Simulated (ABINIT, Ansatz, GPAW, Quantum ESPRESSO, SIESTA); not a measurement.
One structure in several programs: Mg (P6_3/mmc, 4 atoms in the cell)

Self-consistent single point, at a second geometry (lattice scaled by 0.98). First geometry:

```xyz
4
Lattice="3.1571 0.0000 0.0000 -1.5786 2.7342 0.0000 0.0000 0.0000 10.2549" Properties=species:S:1:pos:R:3 pbc="T T T"
Mg     0.0000     0.0000     0.0000
Mg     0.0000     0.0000     5.1274
Mg     0.0000     1.8228     2.5637
Mg     1.5786     0.9114     7.6912
```

Shared settings, as Ansatz (a program for electronic structure) writes them: kpoints.mp_grid.grid = 8 8 3; scf.occupations.method = gaussian; scf.occupations.width = 0.136 eV. Potentials and cutoffs stand in the table.

| code | model | ΔF from the first geometry (meV/atom) | pressure (GPa) | cutoff |
|---|---|---|---|---|
| SIESTA | GGA PBE, numerical atomic orbitals DZP, PseudoDojo PBE standard norm-conserving potentials (rewritten from UPF to PSML) | 55.5 | 8.73 | grid 300 Ry |
| GPAW | PBE, GPAW PAW datasets PBE (gpaw-data 1.0.1) | 23.1 | 4.33 | 800 eV |
| Ansatz | PBE, PAW files | 23.7 | 4.41 | 420 eV |
| Quantum ESPRESSO | PBE, SSSP 1.1.2 efficiency (PBE) pseudopotentials | 22.9 | 4.32 | 35 Ry |
| ABINIT | PBE, norm-conserving pseudopotentials (PseudoDojo nc-sr-05 PBE standard) | 24.1 | 4.43 | 42 Ha |

The spread over the programs that give each value: ΔF from the first geometry within 32.6 meV/atom; pressure within 4.41 GPa.

SIESTA uses small atom-centred bases, whose incompleteness enters pressures, forces and empty levels differently from a plane-wave cutoff. Ansatz's pressure is given at a fixed set of plane waves, as the other plane-wave codes print theirs. In the pressure, SIESTA (by 4.37) lies more than 1 GPa from the median of the plane-wave programs.

The starting cell comes from a database of computed structures (which also holds hypothetical and non-ambient phases and stackings), without a prior relaxation at this level. Its lattice was rescaled by a random factor within 2.5 % of one. For this run, on top of that: lattice scaled by 0.98.

Left out of this page: CP2K (unsound by tests on forces, stress, charge or solver warnings); Elk and FLEUR (not drawn, or without a comparable value).

Keys are those of Ansatz 0.2.
